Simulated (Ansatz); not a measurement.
C on the 1x1 (100) surface of monoclinic HfO2 (cut with top plane 2 O), one in a 1x1 cell, started at the site 'hollow O-O-O over O at depth 6.8 Å'

Host crystal: monoclinic HfO2, with a band gap (PBE, scalar-relativistic without spin-orbit coupling).

All values below come from PBE (plane waves to 420 eV, PAW; Ansatz, an electronic-structure program).

Model: 25-atom slab, 9.3 Å thick at the start under the adsorbate (thin: gaps and levels are the slab's own), 4x4x1 mesh, Fermi-Dirac 0.01 eV, dipole correction, 12 atoms held, the rest relaxed; no symmetry held; spin-polarised, no spin-orbit, no U, no dispersion correction. The starting moment vanished. At the end it is bonded to 2 Hf + O. In PBE this state lies 0.08 eV over the lowest of the starts that converged ('bridge O-O (span 5.3 Å)', where the adsorbate paired with a surface O atom).

The energy of the end state, in which the adsorbate paired with a surface O atom, against an atom of graphite is 3.96 eV and the gap of the slab on its k-mesh comes out as 1.07 eV. The highest filled level below the top vacuum level comes out as 4.84 eV and the change of the step from the bottom to the top vacuum level, against the clean slab is -0.20 eV. The energy released by relaxation is 3.12 eV. The height of the binding atom over the mean of the host atoms within 0.3 Å of the top one comes out as 0.000 Å and the magnetic moment of the cell is 0.00 μB. The largest move of a host atom is 0.72 Å. The caution is the clean host was not checked against rearrangement in a larger or rattled cell and the note is in the relaxation the adsorbate left its starting site by 1.0 Å. The cost comes out as roughly 90 core-minutes.

A negative adsorption energy means that the adsorbate is more stable on the surface than in its reference.
